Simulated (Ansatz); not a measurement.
**Computed paths: Sn-vacancy pair in fcc Al, neutral cell**

Consider Sn-vacancy pair (Sn on one host Al site, one Al site vacant) in fcc Al, neutral cell. Calculation: PBE, PAW (plane waves to 420 eV; Ansatz, a program for electronic structure).

32-site cell at the relaxed PBE lattice, a 3×3×3 k-point mesh shifted by half a step, smearing 0.10 eV, spin-restricted, no finite-size correction. No zero-point or tunnelling terms. Forms of the defect that were not tried may lie lower.

Barriers: single points on a 5×5×5 k-point mesh shifted by half a step at the bands' geometries.

| Route | Start site over the lowest site run (eV) | Hop (Å) | Forward barrier (eV) | Backward barrier (eV) | Neighbours at the start | Neighbours at the saddle | Saddle order | Forward, on the band's own sampling (eV) |
|---|---|---|---|---|---|---|---|---|
| direct exchange of Sn with the vacancy (Sn-vacancy distance between ideal sites 2.86 Å throughout) (strongly reconstructed ends) | 0.00 | 2.26 | 0.28 | 0.28 | 4 Al at 2.85, 2 Al at 2.96, 4 Al at 3.05, Al at 3.17 Å | 4 Al at 2.73, 2 Al at 3.18, 2 Al at 3.21 Å | not checked, on a symmetry element | 0.27 |

Paths come from climbing-image nudged elastic band runs.  A band can be held on a symmetry element, so unchecked saddle points there may be too high.

The whole set of runs took very roughly 0.5 core-hours.
